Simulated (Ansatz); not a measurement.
# A computed series for Ga2O3: pressure series

Base system: Ga2O3 in the corundum structure (space group R-3c, No. 167; a = 4.9846 Å, c = 13.4416 Å (hexagonal axes)).

Cell and atoms are relaxed at each pressure.

Method: r2SCAN/PAW in Ansatz (a quantum-chemistry and plane-wave program), without spin-orbit coupling.

Candidates:
(a) pressure 7 GPa
(b) pressure 30 GPa
(c) pressure 50 GPa
(d) pressure 15 GPa

For the base:

| Quantity | Value |
|---|---|
| Band gap | 3.55 eV |

### Question
Order them by band gap, lowest first.

### Answer
(a) pressure 7 GPa (3.87 eV), (d) pressure 15 GPa (4.20 eV), (b) pressure 30 GPa (4.73 eV), (c) pressure 50 GPa (5.32 eV)

Load acts through the strain it causes; cell and atoms are relaxed under it. No phonon test of stability was made. Competing high-pressure phases were not computed.
